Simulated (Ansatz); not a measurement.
# Ti: uniaxial strain ε_zz = +2.00 %

The parent structure is Ti in the hcp (Mg type) structure (space group P6_3/mmc, No. 194; a = 2.936 Å, c = 4.640 Å; relaxed with 0.1 eV smearing). Axes: x lies along a and z along c of the hexagonal cell.

It is then changed as follows: uniaxial strain ε_zz = +2.00 %, all other strain components held at zero, atoms relaxed at fixed cell.

Computed with DFT with r2SCAN, PAW potentials and a 500 eV plane-wave cutoff in Ansatz (a program for electronic structure), no SOC. Γ-centred 23×23×13 mesh, Fermi–Dirac width 0.1 eV.

The shortest interatomic distance increases by 0.0376 Å, from 2.874 Å to 2.911 Å and the energy increases by 4.1 meV/atom. The pressure (mean of the normal stresses, compression positive) goes from zero to -2.2 GPa and the band gap remains zero. The stress (xx, yy, zz, yz, xz, xy; compression positive) is (-1.4, -1.4, -3.8, 0.0, 0.0, 0.0) GPa.

Final structure:

```
Ti
1.0
    2.93639     0.00000     0.00000
   -1.46820     2.54299     0.00000
    0.00000     0.00000     4.73302
Ti
2
Direct
  0.66667   0.33333   0.75000
  0.33333   0.66667   0.25000
```

Cost of the whole job for the changed cell (relaxation, final SCF and bands): about 28 core-seconds (a rough figure).

Stability against distortions was not tested. All final runs are without spin polarisation.
